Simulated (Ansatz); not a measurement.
Start from Cu$_{3}$Sn (space group P6_3/mmc, No. 194; a = 5.5119 Å, c = 4.2768 Å; a cell from a computed database, its experimental status unchecked). Axes: x lies along a and z along c of the hexagonal cell.

The values are results of r2SCAN in Ansatz (plane waves to 500 eV, PAW, without spin-orbit coupling), earlier PAW set, not measurements.

Base values:

The pressure comes out as 0.0 GPa and the volume per atom comes out as 14.07 Å³.

The change: biaxial strain +0.18 %, plane normal [001], relaxed out of plane (Cartesian); in-plane vectors clamped, the third vector and the atoms free.

Predict the new pressure and volume per atom.

The pressure (mean of the normal stresses, compression positive) goes from zero to -0.2 GPa; the volume per atom rises by 0.026 Å³, from 14.07 Å³ to 14.09 Å³.

No phonon test of stability was made. All final runs are without spin polarisation.

Ansatz is an electronic-structure program.
